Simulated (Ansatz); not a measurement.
The starting structures come from a database of crystals and need not be the phases stable at ambient conditions.

 Where the default PAW files enter, the runs use the earlier of Ansatz's two default sets.

Inside the gap of an insulator the Bloch states are evanescent, with a wavenumber k + iκ along the transport direction.

Here is the system:

```
CELL_PARAMETERS angstrom
      3.86235     0.00000     0.00000
      1.93118     6.54474     0.00000
      0.00000     2.04267     6.41321
ATOMIC_POSITIONS crystal
  Ta 0.60230 0.79540 0.20720
  Ta 0.39770 0.20460 0.79280
  Ta 0.31148 0.37704 0.19544
  Ta 0.68852 0.62296 0.80456
  N  0.75846 0.48308 0.14754
  N  0.24154 0.51692 0.85246
  N  0.44578 0.10844 0.13722
  N  0.55422 0.89156 0.86278
  O  0.64056 0.71888 0.50625
  O  0.35944 0.28112 0.49375
  O  0.86508 0.26984 0.79014
  O  0.13492 0.73016 0.20986
```

Space group of this cell: C2/m. The cell is taken as given; by r2SCAN its mean pressure is -1.3 GPa.

Transport runs along the normal of the first two printed cell vectors.

No gap correction and no spin-orbit coupling; mid-gap values are interpolated between computed energies.

Q: Give the band gap and the smallest decay constant κ at mid-gap that Ansatz (an electronic-structure program) with r2SCAN yields.

A: Gap 2.68 eV on a 8×8×6 mesh; κ = 0.295 1/Å, at the zone centre.
